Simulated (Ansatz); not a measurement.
# Hypothetical anti-CdI2 type Sr2C: element substitutions

Take Sr2C in the anti-CdI2 type structure (space group P-3m1, No. 164; a = 4.0995 Å, c = 6.4899 Å; a hypothetical phase, not in the database extracts checked; layered, stacked along the Cartesian z axis) as the base.

Each row replaces one element on all its sites; cell and atoms are relaxed.

Calculations: PBE-D3(BJ)/PAW in Ansatz (a quantum-chemistry and plane-wave program), scalar-relativistic without spin-orbit coupling.

```
case     c/a ratio  lattice parameter a
-------  ---------  -------------------
base         1.583             410.0 pm
Sr → Y       1.729             355.5 pm
Sr → Ba      1.764             409.7 pm
Sr → Mg          …                    …
```

**Question.** Some entries are withheld; estimate them.

**Answer.** 
- Sr → Mg, c/a ratio: 1.322
- Sr → Mg, lattice parameter a: 348.9 pm

Stability against distortions was not tested. As relaxed here, Y2C, Ba2C and Mg2C are hypothetical phases, not in the database extracts checked. All final runs are without spin polarisation.
